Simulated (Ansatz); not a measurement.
A computed series for PbSe: pressure series

Base system: PbSe in the rock salt structure (space group Fm-3m, No. 225; a = 6.2171 Å).

Cell and atoms are relaxed at each pressure.

Computed with PBE/PAW in Ansatz (an electronic-structure program), no SOC.

| pressure (GPa) | volume per atom (Å³/atom) |
|---|---|
| -2 | 31.515 |
| -1 | 30.735 |
| 0 | 30.039 |
| 3 | ? |
| 7 | 26.740 |
| 50 | 19.620 |
| 75 | 17.856 |
| 100 | 16.598 |

### Question
Fit the third-order Birch–Murnaghan form P(V) = (3B₀/2)[(V₀/V)^(7/3) − (V₀/V)^(5/3)]·[1 + (3/4)(B₀′ − 4)((V₀/V)^(2/3) − 1)] (squares taken in P) to the rows shown and predict the withheld row.

### Answer
Least squares on the printed values gives V₀ = 30.046 Å³/atom, B₀ = 47.3 GPa, B₀′ = 4.2; this predicts 28.403 Å³/atom, and the run gives 28.387 Å³/atom, 0.016 lower.

Measured bulk modulus of PbSe: 47.9 GPa (room temperature; as listed in Kevin S. Knight et al., Materials Advances (2022)); the computed value is for a static lattice, so the two differ by thermal effects too.

A case with no gap was solved on a k-mesh chosen for an insulator, which is coarse for it. Load acts through the strain it causes; cell and atoms are relaxed under it. No phonon test of stability was made. No other phases were tried under pressure. All final runs are without spin polarisation.
